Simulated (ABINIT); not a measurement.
Pressure against volume in zinc-blende SiC (space group 216) (ABINIT, PBE)

```xyz
2
Lattice="0.0000 2.1412 2.1412 2.1412 0.0000 2.1412 2.1412 2.1412 0.0000" Properties=species:S:1:pos:R:3 pbc="T T T"
Si     0.0000     0.0000     0.0000
C      3.2119     3.2119     3.2119
```

Computed with PBE, norm-conserving pseudopotentials (PseudoDojo nc-sr-05 PBE standard) (plane waves; ABINIT 10.0.3). Settings: pseudos = [Si.upf, C.upf]; ecut = 1442 eV; occopt = 3; tsmear = 0.00036749 Ha; ngkpt = 13 13 13; nshiftk = 1; shiftk = 0 0 0; potentials = PseudoDojo nc-sr-05 PBE standard; nband = 9; kptopt = 1; nstep = 100; toldfe = 1e-09 Ha. The cell above is the first row's. The rows scale it uniformly. In all rows fractional positions and the k mesh are held.

```csv
V (Å^3/atom),P (GPa)
9.817,?
10.031,10.66
10.244,5.55
10.458,0.93
10.671,-3.25
10.884,-7.04
11.098,-10.46
11.311,-13.55
11.525,-16.34
```

Using a cubic, estimate the missing P at V = 9.817 from the other rows, showing the fit.

With u = V - 10.8, the rows have u = -0.7690, -0.5560, -0.3420, -0.1290, 0.0840, 0.2980, 0.5110, 0.7250. Least squares gives P = -5.591 - 17.5444·u + 4.1865·u² - 0.6113·u³. Residuals (row less fit): 0.006, -0.013, 0.007, 0.007, -0.004, 0.004, -0.005, 0.003; standard error 0.010 (degrees of freedom: 4). The fitted pressure is zero at V0 = 10.50, where dP/dV = -20.19, so B0 = -V0·dP/dV = 212 GPa. At the withheld row, u = -0.9830, so P = -5.591 - 17.5444 × (-0.9830) + 4.1865 × (-0.9830)² - 0.6113 × (-0.9830)³ = 16.281 GPa. The calculation gives 16.30 GPa, 0.019 GPa above the prediction (0.1 % of the range of P in the table). The row lies outside the fitted rows, so this is an extrapolation. From the scatter of the fitted rows alone, a prediction at this place has a standard error of 0.025 GPa, so the miss is 0.7 times that.

Carrying the step between the two nearest rows on in a straight line would have given 15.79, off by 0.51; series whose last step already gives the withheld value aren't shown. The scan was laid around a cell of about the measured size, scaled by a guess for this functional. This is the 3C polytype. The runs keep the symmetry of the cell, so they don't test it for distortions. Cutoffs and mesh are single choices, not tested for convergence of this quantity. Series with a scatter that would blur these digits, or in which a gap closes, are not shown.
